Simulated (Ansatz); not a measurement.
We consider NaSe (P6₃/mmc, No. 194; cell taken from a computed entry), described by LDA in Ansatz (PAW).

Numerical settings: plane-wave cutoff 500 eV, 12×12×4 k mesh (along the axes of the cell as run), gaussian smearing 0.02 eV, scalar-relativistic PAW data made under PBE.

Cell (relaxed at this level):

```yaml
crystal:
  lattice:
    - [4.56129, 0.00000, 0.00000]
    - [-2.28064, 3.95019, 0.00000]
    - [0.00000, 0.00000, 10.35087]
  atoms:
    - { symbol: Na, position: [0.00000, 0.00000, 0.00000] }
    - { symbol: Na, position: [0.00000, 0.00000, 0.50000] }
    - { symbol: Na, position: [0.33333, 0.66667, 0.25000] }
    - { symbol: Na, position: [0.66667, 0.33333, 0.75000] }
    - { symbol: Se, position: [0.33333, 0.66667, 0.63195] }
    - { symbol: Se, position: [0.66667, 0.33333, 0.36805] }
    - { symbol: Se, position: [0.66667, 0.33333, 0.13195] }
    - { symbol: Se, position: [0.33333, 0.66667, 0.86805] }
```

### Question
Give the computed band gap.

### Answer

- band gap = 0.36 eV (on the SCF k mesh)

Note: the relaxation could not lower the start's symmetry, so the cell can be a saddle point above a distorted one.

Spin–orbit coupling is not included.

Ansatz is a first-principles code.
